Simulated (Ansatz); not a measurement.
The reference is GaN in the zinc blende structure (space group F-43m, No. 216; a = 4.498 Å). Axes: x, y, z lie along the cube axes.

Computed with Kohn–Sham DFT with the PBEsol functional, run in Ansatz (a program for electronic structure) with PAW and 420 eV plane waves, spin-orbit coupling left out.

Before the change:

| Item | Value |
|---|---|
| Band gap | 1.70 eV |

Perturbation: compressive biaxial strain of 1.35 % in the plane normal to [001], as in epitaxy on a mismatched substrate; the out-of-plane cell vector and the atoms relax.

Problem. What does the calculation give for the band gap after the change?

Solution. The band gap grows by 0.03 eV (1.70 eV → 1.73 eV).

Stability against distortions was not tested. This is not the structure that GaN has at room temperature and ambient pressure.
